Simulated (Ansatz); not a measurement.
Here is the system:

```
CELL_PARAMETERS angstrom
      3.48317     0.00000     0.00000
     -1.74159     3.01651     0.00000
      0.00000     0.00000     5.92853
ATOMIC_POSITIONS crystal
  Al 0.66667 0.33333 0.99481
  Al 0.33333 0.66667 0.49481
  As 0.66667 0.33333 0.63039
  As 0.33333 0.66667 0.13039
```

No spin polarisation.

The values are results of plane-wave PAW DFT at the PBEsol level (Ansatz, an electronic-structure program, 420 eV), spin-orbit coupling left out, earlier PAW set, not measurements. k-mesh 10×10×5 (Γ-centred); smearing 0.05 eV (Fermi–Dirac).

Task: Predict the electron mass.

Result: 0.23 mₑ along c, 0.37 mₑ across (at K).

Task: Predict the band gap.

Result: 0.52 eV.

Task: Estimate the gap character.

Result: Indirect, Γ → K.

Task: What is the computed valence-band top at Γ (three highest levels, from the VBM)?

Result: 0.00, 0.00, -0.81 eV.

Load acts through the strain it causes; cell and atoms are relaxed under it. Masses are band curvatures over ±0.01 Å⁻¹ around the edge. Whether these cells are dynamically stable was not tested. Competing high-pressure phases were not computed. The cell was made from AlAs in the wurtzite structure (space group P6_3mc, No. 186; a model cell, its experimental status unchecked) by this change: pressure 60 GPa. This is not the structure that AlAs has at room temperature and ambient pressure.
